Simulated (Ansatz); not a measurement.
HfSiO4 (I4_1/amd), PBEsol, rigid bands (Ansatz, a program for electronic structure): N_c = 8.96e20 cm⁻³ at 300 K and an electron conductivity mass of 18.9 mₑ along z (a = (-3.29, 3.29, 2.98) Å; b = (3.29, -3.29, 2.98) Å; c = (3.29, 3.29, -2.98) Å).

For 1e17 electrons per cm³ at 300 K, place the Fermi level, estimate the Seebeck coefficient of a parabolic band with constant τ, and give mobility and conductivity for τ = 5 fs.

The level lies k_BT ln(N_c/n) = 0.235 eV below the conduction-band minimum. S ≈ −(k_B/e)[ln(N_c/n) + 5/2] = -1000 μV/K, against -962 μV/K from the full bands (mean over directions). μ = eτ/m = 0.465 cm²/(V·s) and σ = neμ = 0.00745 S/cm. τ is assumed, not computed.

Band transport and this doping are assumed; polarons and phonon drag are left out. Spin-orbit coupling is left out; with 5d elements it also splits d-like band edges.

Formula and space group known from diffraction (Crystallography Open Database), not checked to be the room-temperature form: HfSiO4 (I4_1/amd).
